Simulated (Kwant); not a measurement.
Model system: six-terminal Hall bar in a ZnO two-dimensional gas. Effective mass 0.3 mₑ, grid spacing 5.8 nm, hard walls, nominal width 150 nm (25 grid rows, so walls 150.8 nm apart), one parabolic valley, scattering region 390 nm long along x; energies count from the band bottom; Fermi energy swept from 0.000285 to 0.00228 eV. Four side probes 75 nm wide, two on each edge; current runs along x; the sign of the Hall resistance is a convention. Perpendicular field 1.3 T, also in the leads; orbital effect alone.

Constants are typed, rounded textbook-type inputs, not results; the design itself was drawn at random and stands for no fabricated device.

Computed with Kwant: effective-mass tight-binding model on a square grid, one spin, coherent transport at 0 K. Resistances are in h/e².

Q: How many Landau levels lie under the Fermi energy, and what Hall resistance follows, at 0.894 meV and 1.30 T; 1.06 meV and 1.30 T; 1.40 meV and 1.30 T; 1.57 meV and 1.30 T?

A: ħωc = ħeB/m = 0.386 meV a tesla; levels lie at (n + ½)ħωc. E/ħωc = 1.78 gives 2 levels and h/(2e²) = 0.500; simulated 0.500. E/ħωc = 2.12 gives 2 levels and h/(2e²) = 0.500; simulated 0.500. E/ħωc = 2.79 gives 3 levels and h/(3e²) = 0.333; simulated 0.333. E/ħωc = 3.13 gives 3 levels and h/(3e²) = 0.333; simulated 0.333.
